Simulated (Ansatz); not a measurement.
A constructed model of the (110) surface of bcc Ta, a cell of two sites (a+b, b-a) surface alloy, Sb on one Ta site of the top plane (bottom of the slab: a bare face, its two planes held)

These are PBE (plane waves to 420 eV, PAW; Ansatz, an electronic-structure program) values and carry that method's errors.

Slab: 12 atoms, 11.6 Å thick at the start; k 11x8x1, smearing 0.1 eV, dipole-corrected; 4 atoms held, the rest relaxed; held to the start's symmetry, so lower structures may exist; no spin, no spin-orbit, no U. It is one candidate, not shown to be the stable structure of the face.

```json
{
 "work_function_of_the_top_face": "3.89 eV",
 "energy_released_by_relaxation": "0.22 eV",
 "cost": "very roughly 9 core-minutes"
}
```
